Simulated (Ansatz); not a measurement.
The reference is ZnS in the zinc blende structure (space group F-43m, No. 216; a = 5.4434 Å).

Levels (all Ansatz, a program for electronic structure, PAW): PBE (420 eV, no spin-orbit coupling); r2SCAN (500 eV, no spin-orbit coupling); HSE06 (420 eV, scalar-relativistic without spin-orbit coupling); PBE+SOC (420 eV, spin-orbit coupling included).

Levels that relaxed their own cell: PBE.

```tsv
level	band gap	lattice parameter a	spin-orbit splitting at Γ
PBE	2.02 eV	5.443 Å	–
r2SCAN	2.57 eV	–	–
HSE06	3.23 eV	–	–
PBE+SOC	1.99 eV	–	0.06 eV
```

Task: What does experiment give, and how far off is each level?

Result: Measured: band gap 3.94 eV (static lattice; corrected from measurement; as listed in Wei Chen et al., Physical Review Materials (2018)); lattice parameter a 5.41 Å (room temperature; as listed in Martin Albrecht, Beate Paulus, Hermann Stoll, Phys. Rev. B (1997)); spin-orbit splitting at Γ 0.06 eV (temperature not stated; as listed in Juan E. Peralta et al., Physical Review B (2006)). Computed minus measured — band gap: PBE -1.92 eV, r2SCAN -1.37 eV, HSE06 -0.71 eV, PBE+SOC -1.95 eV (closest: HSE06); lattice parameter a: PBE +0.6 %; spin-orbit splitting at Γ: PBE+SOC -0.00 eV. Measured values not marked as corrected hold thermal and zero-point effects that the static-lattice runs lack. A measured gap can be an optical one, lowered by exciton binding.

Single points use the geometry relaxed with PBE. Differences between runs with and without spin-orbit coupling are approximate. Whether these cells are dynamically stable was not tested.
